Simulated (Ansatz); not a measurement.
The parent structure is ZnO in the wurtzite structure (space group P6_3mc, No. 186; a = 3.187 Å, c = 5.153 Å). Axes: x lies along a and z along c of the hexagonal cell.

All numbers come from LDA in Ansatz (plane waves to 420 eV, PAW, no SOC).

One thing is altered: an isotropic linear strain of −3.00 %, atoms relaxed at fixed cell.

Predict the stress tensor and what it implies for the stiffness.

Stress of the strained cell less that of the base (GPa, compression positive):
```
  18.01    0.00    0.00
   0.00   18.01    0.00
   0.00    0.00   18.14
```

Then B = −ΔP/(ΔV/V₀) with ΔV/V₀ = -0.0873 gives secant stiffness values (nonlinear terms included at this strain): B (at held cell shape, above the free-shape value) ≈ 207 GPa.

As a check, the harmonic strain energy −½ V₀ Δσ:ε is 57 meV/atom; the computed energy rise is 51 meV/atom.

No phonon test of stability was made.

Ansatz is a quantum-chemistry and plane-wave program.
